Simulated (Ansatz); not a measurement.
The starting structures come from a database of crystals and need not be the phases stable at ambient conditions.

 Where the default PAW files enter, the runs use the earlier of Ansatz's two default sets.

By PBEsol, the system below comes out a metal.

A figure of merit of an interconnect metal is its ballistic conductance per area.

Here is the system:

```yaml
crystal:
  lattice:
    - [3.97981, 0.00000, 0.00000]
    - [-1.98990, 3.44662, 0.00000]
    - [0.00000, 0.00000, 4.87316]
  atoms:
    - { symbol: Ni, position: [0.66667, 0.33333, 0.25000] }
    - { symbol: Ni, position: [0.33333, 0.66667, 0.75000] }
    - { symbol: Ni, position: [0.00000, 0.00000, 0.00000] }
    - { symbol: Ni, position: [0.00000, 0.00000, 0.50000] }
    - { symbol: Ge, position: [0.66667, 0.33333, 0.75000] }
    - { symbol: Ge, position: [0.33333, 0.66667, 0.25000] }
```

Space group of this cell: P6_3/mmc. The cell is strained (lengths along the current scaled by 0.97, ions clamped); by PBEsol its mean pressure is 5.0 GPa.

The current flows along the normal of the first two printed cell vectors, the (001) (indices of the unstrained crystal) plane of the conventional cell. No spin-orbit coupling; the value is a mean over 0.1 eV about the Fermi level.

Q: Estimate the ballistic conductance per area that PBEsol (Ansatz, a program for electronic structure) returns for this system.

A: 0.74 × 10¹⁵ S/m² for both spins.
